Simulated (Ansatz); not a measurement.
We consider zinc-blende BeS, described by G0W0@LDA in Ansatz (hard PAW, contour deformation).

The same calculation (at the measured cell, 14.438 Å³/atom) with different numerical settings; throughout: k mesh 2×2×2:

| run | response cutoff (eV) | empty bands | quasiparticle gap on the mesh (eV) | quasiparticle gap at Γ (eV) | rough time |
|---|---|---|---|---|---|
| 1 | 100 | 120 | 3.778 | 6.756 | under 3 core-s |
| 2 | 150 | 221 | 3.895 | 6.843 | 6 core-s |
| 3 | 200 | 341 | 3.952 | 6.888 | 10 core-s |
| 4 | 250 | 476 | 3.984 | 6.913 | 10 core-s |
| 5 | 300 | 626 | 4.001 | 6.928 | 30 core-s |
| 6 | 400 | 964 | 4.022 | 6.946 | 40 core-s |
| 7 | 500 | 1347 | 4.032 | 6.956 | 2 core-min |

In the column quasiparticle gap on the mesh (eV) the first row differs from the last by -0.254 and the next to last by -0.010.

The last row is no converged limit: other settings stay fixed.

Ansatz is a first-principles code.
